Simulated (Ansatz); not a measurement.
A set of cells, compared by their Bader charge of Cs.

Cell A: a slab of Ag (fcc, Fm-3m) cut along (111), 13 atoms, hexagonal cell of 5.08 Å (22.4 Å²), symmetry P31m, 10.4 Å thick under 16 Å of vacuum, in-plane vectors held at the crystal's; planes from bottom to top: Ag3 × 4 | Cs, its two faces unlike (dipole correction applied); added, foreign or displaced atoms, above the top plane: Cs bound to 3 Ag at 3.62 Å; spin state with PBE: run without spin, k-point mesh 11×11×1.
```xyz
13
Lattice="5.0808 0.0000 0.0000 2.5404 4.4001 0.0000 0.0000 0.0000 26.5409" Properties=species:S:1:pos:R:3 pbc="T T T"
Ag    -0.0009     0.0000     8.0241
Ag     1.6936     0.0000    10.4062
Ag     0.8496     1.4619    12.7890
Ag    -0.0198     0.0000    15.1972
Ag     2.5409     1.4675     8.0241
Ag     4.2340     1.4667    10.4134
Ag     3.3900     2.9383    12.7890
Ag     2.5503     1.4839    15.1972
Ag     5.0813     2.9326     8.0241
Ag     1.6936     2.9334    10.4134
Ag     3.3816     0.0000    12.7890
Ag     5.0907     2.9163    15.1972
Cs     1.6936     0.0000    18.3894
```

Cell B: a slab of Au (fcc, Fm-3m) cut along (111), 13 atoms, hexagonal cell of 5.09 Å (22.5 Å²), symmetry P31m, 10.3 Å thick under 16 Å of vacuum, in-plane vectors held at the crystal's; planes from bottom to top: Au3 × 4 | Cs, its two faces unlike (dipole correction applied); added, foreign or displaced atoms, above the top plane: Cs bound to 3 Au at 3.48 Å; spin state with PBE: run without spin, k-point mesh 11×11×1.
```
Au12Cs
1.0
    5.09268     0.00000     0.00000
    2.54634     4.41039     0.00000
    0.00000     0.00000    26.56745
Au Cs
12 1
Direct
  0.99972   0.00000   0.30102
  0.33333   0.00000   0.39184
  0.00190   0.33144   0.48201
  0.99411   0.00000   0.57485
  0.33333   0.33361   0.30102
  0.66667   0.33333   0.39241
  0.33333   0.66856   0.48201
  0.33333   0.33922   0.57485
  0.66694   0.66639   0.30102
  0.00000   0.66667   0.39241
  0.66477   0.00000   0.48201
  0.67255   0.66078   0.57485
  0.33333   0.00000   0.68856
```

Cell C: a slab of Pt (fcc, Fm-3m) cut along (111), 13 atoms, hexagonal cell of 4.86 Å (20.5 Å²), symmetry P31m, 9.8 Å thick under 16 Å of vacuum, in-plane vectors held at the crystal's; planes from bottom to top: Pt3 × 4 | Cs, its two faces unlike (dipole correction applied); added, foreign or displaced atoms, above the top plane: Cs bound to 3 Pt at 3.34 Å; spin state with PBE: run without spin, k-point mesh 11×11×1.
```
CELL_PARAMETERS angstrom
      4.86447     0.00000     0.00000
      2.43224     4.21276     0.00000
      0.00000     0.00000    26.14554
ATOMIC_POSITIONS crystal
  Pt 0.00012 0.00000 0.30674
  Pt 0.33333 0.00000 0.39456
  Pt 0.00108 0.33226 0.48183
  Pt 0.99745 0.00000 0.57084
  Pt 0.33333 0.33321 0.30674
  Pt 0.66667 0.33333 0.39476
  Pt 0.33333 0.66774 0.48183
  Pt 0.33333 0.33589 0.57084
  Pt 0.66654 0.66679 0.30674
  Pt 0.00000 0.66667 0.39476
  Pt 0.66559 0.00000 0.48183
  Pt 0.66922 0.66411 0.57084
  Cs 0.33333 0.00000 0.68216
```

Computed with Ansatz (plane waves, PAW), its PAW set soft_1, cutoff 420 eV, 500 eV for r2SCAN. The structures are at rest with PBE, within the held lattices; other levels are single points on them. Neutral cells; Fermi-Dirac smearing of at most 0.10 eV in the solids, energies taken to zero width. The lattices are those relaxed with PBE, so at other levels the solids can be strained, which adds to the spread. No structure search was made; lower ones may exist. Spin-orbit coupling is left out. Values are for these cell sizes. A dispersion term ran beside these levels; it doesn't touch the electrons. Electrons of density maxima off the nuclei are shared among the atoms. Mean over the atoms, with the range where they differ; positive means electrons lost.

Problem. Give the Bader charge of Cs (e) at the level PBE, cell by cell.

Solution. 
```json
[
 {"system": "A", "PBE": "0.44"},
 {"system": "B", "PBE": "0.53"},
 {"system": "C", "PBE": "0.56"}
]
```

With PBE the value is lowest for A and highest for C.

Problem. Does the picture change with the functional?

Solution. 
```csv
cell,r2SCAN
A,0.46
B,0.55
C,0.59
```

With r2SCAN the value is lowest for A and highest for C.

Ansatz is a quantum-chemistry and plane-wave program.
